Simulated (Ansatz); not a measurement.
Take Ag in the fcc (Cu type) structure (space group Fm-3m, No. 225; a = 4.0548 Å) as the base.

Levels (all Ansatz, a program for electronic structure, PAW, earlier PAW set): PBEsol (420 eV, no SOC); r2SCAN (500 eV, scalar-relativistic without spin-orbit coupling).

The geometry is relaxed with PBEsol.

| Property | Result |
|---|---|
| PBEsol pressure | 0.0 GPa |

### Question
What does r2SCAN give at this geometry for the pressure?

### Answer
The pressure goes from zero to 4.2 GPa.

Single points use the geometry relaxed with PBEsol. Their cutoffs differ, which shifts pressures a little. No phonon test of stability was made.
